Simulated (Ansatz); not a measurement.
## What isotropic strain +3.94 % does to EuO

The parent structure is EuO in the rock salt structure (space group Fm-3m, No. 225; a = 4.965 Å; ferromagnetic; relaxed with 0.1 eV smearing).

The change: an isotropic linear strain of +3.94 %; the atoms relax in the strained cell.

The values are results of plane-wave PAW DFT at the PBEsol level (Ansatz, a quantum-chemistry and plane-wave program, 420 eV), scalar-relativistic without spin-orbit coupling, not measurements. k-mesh 20×20×20 (Γ-centred); smearing 0.1 eV (Fermi–Dirac).

The volume per atom rises by 1.88 Å³ (15.30 Å³ → 17.18 Å³) and the shortest interatomic distance increases by 0.0978 Å, from 2.483 Å to 2.580 Å. The energy goes up by 65 meV/atom and the pressure goes from zero to -9.9 GPa. The band gap stays zero and the magnetic state stays ferromagnetic. The largest site moment rises by 0.10 μB (6.50 μB → 6.60 μB).

Other magnetic orders, which the real material may have, were not ruled out. The state of the 4f shell was not checked for lower solutions. Stability against distortions was not tested. No Hubbard U is applied, and correlation can decide whether such a compound is a metal.
